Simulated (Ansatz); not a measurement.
Cubic perovskite CsPbBr₃ (cubic high-temperature phase), treated with PBEsol+SOC (plane waves, PAW; Ansatz, an electronic-structure program).

Numerical settings: plane-wave cutoff 520 eV, 6×6×6 k mesh, Fermi–Dirac smearing 0.01 eV, PAW data made under PBE.

The cell has the measured lattice: a = 5.874 Å, b = 5.874 Å, c = 5.874 Å, α = 90.00°, β = 90.00°, γ = 90.00°.

Q: What does this level give for the band gap and direct gap at Γ?

A: 
* **band gap**: 0.23 eV (direct)
* **direct gap at Γ**: 4.76 eV

Note: held by symmetry at 0 K, a high-temperature phase can be a saddle point; cell and atoms aren't relaxed at this level.

The result took roughly 4 core-minutes.
